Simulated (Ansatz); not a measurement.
## Convergence study of the plane-wave cutoff for Sb (Pm-3m, 1 atom in the cell)

```xyz
1
Lattice="3.0741 0.0000 0.0000 0.0000 3.0741 0.0000 0.0000 0.0000 3.0741" Properties=species:S:1:pos:R:3 pbc="T T T"
Sb     0.0000     0.0000     0.0000
```

Computed with PBEsol, default PAW files made with PBE (plane waves; Ansatz, a quantum-chemistry and plane-wave program).

Base settings: basis.ecutwfc = 420 eV; kpoints.mp_grid.grid = 11 11 11; hamiltonian.xc = pbesol; hamiltonian.pseudopotentials = {kind: paw} (the program's default PAW files); scf.occupations.method = gaussian; scf.occupations.width = 0.1 eV.

The second cell is the first with its lattice scaled by 0.98.

The mesh stays at the base's, so the ladder's end is converged at best in this setting alone.

The first pressure column holds Ansatz's estimate of the finite-basis (Pulay) stress, which hides part of the cutoff error; the other is without it.

Only quantities that move along the ladder and can be compared are tabulated.

The count of work is k-points × plane waves × bands × iterations; it is no time. 

The starting cell comes from a database of computed structures (which also holds hypothetical and non-ambient phases and stackings), without a prior relaxation at this level. Its lattice was rescaled by up to half a per cent.

| basis.ecutwfc | free energy less the last step's (meV/atom) | energy of the compressed cell less the first (meV/atom) | pressure (GPa) | pressure without the Pulay estimate (GPa) | count of work / last |
|---|---|---|---|---|---|
| 145 eV | 95194.50 | 325.39 | -2.95 | -1918.40 | 0.067 |
| 170 eV | 35528.62 | -140.30 | -19.14 | -912.80 | 0.060 |
| 190 eV | 15892.99 | -393.17 | -10.53 | -466.46 | 0.070 |
| 210 eV | 6667.29 | 29.44 | 5.21 | -221.15 | 0.083 |
| 230 eV | 2748.79 | 51.15 | -0.32 | -103.36 | 0.10 |
| 250 eV | 1107.68 | 29.82 | -0.12 | -47.47 | 0.10 |
| 295 eV | 121.07 | 13.49 | -0.40 | -7.42 | 0.14 |
| 335 eV | 12.11 | 14.36 | -0.49 | -1.33 | 0.18 |
| 380 eV | 2.44 | 14.46 | -0.45 | -0.49 | 0.22 |
| 420 eV | 1.62 | 14.44 | -0.45 | -0.49 | 0.28 |
| 460 eV | 0.73 | 14.43 | -0.46 | -0.49 | 0.29 |
| 505 eV | 0.28 | 14.43 | -0.46 | -0.46 | 0.35 |
| 565 eV | 0.19 | 14.43 | -0.46 | -0.46 | 0.43 |
| 630 eV | 0.11 | 14.43 | -0.46 | -0.46 | 0.49 |
| 735 eV | 0.05 | 14.43 | -0.46 | -0.46 | 0.65 |
| 840 eV | 0.03 | 14.43 | -0.46 | -0.46 | 0.75 |
| 1010 eV | 0.00 | 14.43 | -0.46 | -0.46 | 1.0 |

Coarsest basis.ecutwfc that holds the pressure within 0.1 GPa of the last step, with all finer ones: 295 eV, at 0.14 of the last step's count of work; the step before is off by 0.33 GPa.

Coarsest basis.ecutwfc that holds the free energy within 5 meV/atom of the last step, with all finer ones: 380 eV, at 0.22 of the last step's count of work; the step before is off by 12 meV/atom.

Coarsest basis.ecutwfc that holds the pressure without the Pulay estimate within 0.5 GPa of the last step, with all finer ones: 380 eV, at 0.22 of the last step's count of work; the step before is off by 0.87 GPa.

The energy difference between the two cells stays within 1 meV/atom of the last step's from 295 eV on, the total only from 460 eV on: much of the error is common to both cells and cancels.

At the lowest cutoff the pressure without the Pulay estimate lies 1920 GPa under the last step's, the usual sign of Pulay stress in an incomplete plane-wave basis.

Keys are those of Ansatz 0.2.
